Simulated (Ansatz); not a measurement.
The starting structures come from a database of crystals and need not be the phases stable at ambient conditions.

 Where the default PAW files enter, the runs use the earlier of Ansatz's two default sets.

The decay constant κ of evanescent states in the gap governs leakage through a thin film.

Here is the system:

```
Zn2SSe
1.0
    5.52212     0.00000     0.00000
    0.00000     5.52857     0.00000
    0.00000     2.76429     2.76429
Zn Se S
2 1 1
Direct
  0.23694   0.50000   0.50000
  0.76306   0.00000   0.50000
  0.50000   0.00000   0.00000
  0.00000   0.50000   0.00000
```

Space group of this cell: P-4m2. The cell is taken as given.

Transport runs along the normal of the first two printed cell vectors, the (110) plane of the conventional cell.

No gap correction and no spin-orbit coupling; mid-gap values are interpolated between computed energies.

Q: Predict the band gap and the smallest decay constant κ at mid-gap from r2SCAN (Ansatz, a first-principles code).

A: Gap 2.16 eV on a 6×12×12 mesh; κ = 0.151 1/Å, at the zone centre.
